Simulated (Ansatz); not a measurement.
## Worked example: self-consistent single point of a (101) slab of YZn (cut from a parent of space group no. 225; 16 atoms in the cell) in Ansatz

Level of theory: PBEsol, default PAW files made with PBE (plane waves; Ansatz, a program for electronic structure).

The input file:

Ansatz 0.2 input:
```yaml
# YZn
crystal:
  lattice:
    - [5.843006, 0.000000, 0.000000]
    - [0.000000, 8.263259, 0.000000]
    - [0.000000, 0.000000, 16.285400]
  atoms:
    - { symbol: Y, position: [0.000000, 0.625000, 0.435672] }
    - { symbol: Y, position: [0.500000, 0.375000, 0.307023] }
    - { symbol: Y, position: [0.000000, 0.125000, 0.435672] }
    - { symbol: Y, position: [0.500000, 0.875000, 0.307023] }
    - { symbol: Y, position: [0.000000, 0.125000, 0.692977] }
    - { symbol: Y, position: [0.500000, 0.875000, 0.564328] }
    - { symbol: Y, position: [0.000000, 0.625000, 0.692977] }
    - { symbol: Y, position: [0.500000, 0.375000, 0.564328] }
    - { symbol: Zn, position: [0.000000, 0.875000, 0.307023] }
    - { symbol: Zn, position: [0.500000, 0.125000, 0.435672] }
    - { symbol: Zn, position: [0.000000, 0.375000, 0.307023] }
    - { symbol: Zn, position: [0.500000, 0.625000, 0.435672] }
    - { symbol: Zn, position: [0.000000, 0.375000, 0.564328] }
    - { symbol: Zn, position: [0.500000, 0.625000, 0.692977] }
    - { symbol: Zn, position: [0.000000, 0.875000, 0.564328] }
    - { symbol: Zn, position: [0.500000, 0.125000, 0.692977] }
basis:
  ecutwfc: 420.0
kpoints:
  mp_grid:
    grid: [4, 3, 1]
hamiltonian:
  xc: pbesol
  pseudopotentials:
    kind: paw
scf:
  occupations:
    method: cold
    width: 0.136
output:
  forces: true
  eigenvalues: true
  stress: true
```

The program printed (abridged):

```
WARN ansatz: RAYON_NUM_THREADS=1 ignored (pool sized by the plan → 1); use --threads N
Pseudopotentials: kind: paw
Pseudopotential: Y, paw, valence charge 11
Pseudopotential: Zn, paw, valence charge 12
Crystal: 16 atoms, lattice volume = 786.296 Å³
Basis set: ecut = 420 eV, 15367 PW (Γ), exchange–correlation on 80×120×240 points (8 copies of the dense FFT grid, shifted against one another)
Bands: 111, of which v1, the nominal top of the filled ones, is band 92 counted from 1 (91 counted from 0)
Symmetry: 16 space group operations
Space group: Pmmn (ITA 59), of the structure as read, at distance tolerance 9.2e-5 Å
k-points: 6 of 12
PAW frozen core: Y, regenerated for the run's functional, and the local potential with it
PAW frozen core: Zn, regenerated for the run's functional, and the local potential with it
Initial density: superposition of atomic densities (neutral atoms: chi_scale 0, normalization atom), corrected by the library's trained network
Initial wavefunctions: pseudopotential atomic-orbital guess
Eigensolver: davidson
Functional: x = pbesol(κ = 0.804, μ = 0.12345679012345678), c = pbesol(β = 0.046)
SCF iter   1: F=—  HF=-56601.848379 eV  |F-HF|=—  |Δ(HF+E_count)|=         —  Δρ=3.37e-3  dr2=4.65e-1  ethr=1.77e-3  ⟨swp⟩=7.8  Hψ=2518  notcnv=0
all-band conjugate gradients solve this SCF's bands
preconditioner: auto → LDOS
SCF iter   2: F=—  HF=-56601.800401 eV  |F-HF|=—  |Δ(HF+E_count)|=   4.80e-2  S|Δr|=    0.00e0  Δρ=2.62e-3  dr2=1.02e-1  ethr=2.53e-4  ⟨swp⟩=2.2  Hψ=1211  notcnv=0  defer=11
SCF iter   3: F=—  HF=-56601.796180 eV  |F-HF|=—  |Δ(HF+E_count)|=   4.22e-3  S|Δr|=    0.00e0  Δρ=2.17e-3  dr2=3.66e-2  ethr=5.52e-5  ⟨swp⟩=2.0  Hψ=1003  notcnv=0  defer=11
SCF iter   4: F=—  HF=-56601.787288 eV  |F-HF|=—  |Δ(HF+E_count)|=   8.89e-3  S|Δr|=    0.00e0  Δρ=7.25e-4  dr2=1.21e-2  ethr=1.99e-5  ⟨swp⟩=2.0  Hψ=1014  notcnv=0  defer=3
SCF iter   5: F=—  HF=-56601.785668 eV  |F-HF|=—  |Δ(HF+E_count)|=   1.62e-3  S|Δr|=    0.00e0  Δρ=2.57e-4  dr2=1.08e-3  ethr=6.60e-6  ⟨swp⟩=2.7  Hψ=1059  notcnv=0  defer=2
SCF iter   6: F=—  HF=-56601.785634 eV  |F-HF|=—  |Δ(HF+E_count)|=   3.39e-5  S|Δr|=    0.00e0  Δρ=1.27e-4  dr2=1.97e-4  ethr=5.84e-7  ⟨swp⟩=3.0  Hψ=1260  notcnv=0  defer=2
SCF iter   7: F=—  HF=-56601.785611 eV  |F-HF|=—  |Δ(HF+E_count)|=   2.33e-5  S|Δr|=    0.00e0  Δρ=9.48e-5  dr2=5.37e-5  ethr=1.07e-7  ⟨swp⟩=2.0  Hψ=1005  notcnv=0  defer=2
SCF iter   8: F=—  HF=-56601.785394 eV  |F-HF|=—  |Δ(HF+E_count)|=   2.17e-4  S|Δr|=    0.00e0  Δρ=2.53e-5  dr2=8.13e-6  ethr=2.92e-8  ⟨swp⟩=2.0  Hψ=1001  notcnv=0  defer=2
SCF iter   9: F=—  HF=-56601.785395 eV  |F-HF|=—  |Δ(HF+E_count)|=   9.92e-7  S|Δr|=    0.00e0  Δρ=7.12e-6  dr2=5.11e-7  ethr=4.42e-9  ⟨swp⟩=2.3  Hψ=1093  notcnv=0  defer=2
SCF iter  10: F=-56601.785395 eV  HF=-56601.785395 eV  |F-HF|=1.03e-8  |Δ(HF+E_count)|=   2.04e-7  S|Δr|=    0.00e0  Δρ=2.26e-6  dr2=4.23e-8  ethr=5.43e-11  ⟨swp⟩=12.8  Hψ=2940  notcnv=0
SCF 1 converged in 10 iterations: F = -56601.785395 eV  dr2 = 4.23e-8
SCF converged after 10 iterations
Stability not checked (fill_not_monotonic)
Free energy (F): -56601.785395 eV
Harris-Foulkes:  -56601.785395 eV  (|F-HF|=1.03e-8)
Internal energy: -56601.768265 eV  (E = F + TS)
E sigma→0 (E₀):  -56601.779685 eV
Entropy (-TS):   -0.017130 eV (-1.071 meV/atom)
Fermi energy:    3.244963 eV
--- Per-component energies (eV) ---
  E_band       = -1861.932176
  E_kinetic    = 3466.503117
  E_local      = -61919.970672  (includes V_loc(G=0)·N_el)
  E_nonlocal   = 5290.240866
  E_hartree    = 28413.891566
  E_xc         = -2449.982007
  E_vxc        = -1991.389781  (∫ρ·V_xc dr)
  E_paw        = -36472.049094  (= ΣΔE_a)
  E_vpaw       = -3535.097899  (= ΣTr[D̂ρ^β])
  E_aug_tail   = -0.002889  (compensation charges beyond the density's cutoff)
  E_ewald      = 7062.031827
  E_core_change = 7.569022  (= ΣΔE_core)
  E_smearing   = -0.017130  (= −TS)
  E_closure    = -0.000000  (closes the sum)
  Σ components = -56601.785395   (vs F -56601.785395, Δ=0.00e0)
--- Forces (eV/Å), atoms counted from 1 ---
  atom   1  Y      0.00000000     0.00000000    -0.31589009
  atom   2  Y      0.00000000     0.00000000     0.64893613
  atom   3  Y      0.00000000     0.00000000    -0.31589009
  atom   4  Y      0.00000000     0.00000000     0.64893613
  atom   5  Y      0.00000000     0.00000000    -0.64893613
  atom   6  Y     -0.00000000     0.00000000     0.31589009
  atom   7  Y      0.00000000     0.00000000    -0.64893613
  atom   8  Y      0.00000000     0.00000000     0.31589009
  atom   9  Zn     0.00000000    -0.00000000     0.19951593
  atom  10  Zn     0.00000000    -0.00000000    -0.36639229
  atom  11  Zn     0.00000000    -0.00000000     0.19951593
  atom  12  Zn    -0.00000000    -0.00000000    -0.36639229
  atom  13  Zn     0.00000000    -0.00000000     0.36639229
  atom  14  Zn     0.00000000    -0.00000000    -0.19951593
  atom  15  Zn     0.00000000    -0.00000000     0.36639229
  atom  16  Zn     0.00000000    -0.00000000    -0.19951593
  max |Σ_I F_I| component: 1.11e-16 eV/Å
--- Stress (GPa, compression-positive) ---
       -0.628140       0.000000       0.000000
        0.000000      -2.768744       0.000000
        0.000000       0.000000      -1.575976
  P = ⅓ Tr σ = -1.6576 GPa (-16.576 kbar)
  The stress holds the Pulay correction. Without it, at fixed plane waves, as pw.x and ABINIT print it: P = -1.6681 GPa
--- Band table (eV; the first three rows and the last of 6) ---
  k-point 0: bands = ["-40.2897", "-40.2897", "-40.2866", "-40.2866", "-39.5336", "-39.5271", "-39.5270", "-39.5270", "-20.3886", "-20.3876", "-20.3808", "-20.3808", "-20.2697", "-20.2697", "-20.2129", "-20.2125", "-20.2048", "-20.2048", "-20.1994", [...]
  k-point 1: bands = ["-40.2889", "-40.2889", "-40.2873", "-40.2873", "-39.5323", "-39.5295", "-39.5267", "-39.5262", "-20.3867", "-20.3859", "-20.3828", "-20.3825", "-20.2523", "-20.2522", "-20.2171", "-20.2170", "-20.2108", "-20.2105", "-20.2068", [...]
  k-point 2: bands = ["-40.2896", "-40.2896", "-40.2865", "-40.2865", "-39.5326", "-39.5280", "-39.5269", "-39.5269", "-20.3889", "-20.3881", "-20.3806", "-20.3806", "-20.2700", "-20.2700", "-20.2155", "-20.2154", "-20.2083", "-20.2083", "-20.1993", [...]
  k-point 5: bands = ["-40.2888", "-40.2888", "-40.2872", "-40.2872", "-39.5294", "-39.5294", "-39.5277", "-39.5277", "-20.3868", "-20.3868", "-20.3826", "-20.3826", "-20.2527", "-20.2527", "-20.2171", "-20.2171", "-20.2166", "-20.2166", "-20.2134", [...]
```

The run converged in 10 iterations.

The starting cell comes from a database of computed structures (which also holds hypothetical and non-ambient phases and stackings), without a prior relaxation at this level. The slab is cut from that crystal, and its faces are unrelaxed. Its lattice was rescaled in the plane by a random factor within 2.5 % of one.

Cost on one core of a shared machine: roughly 30 s.
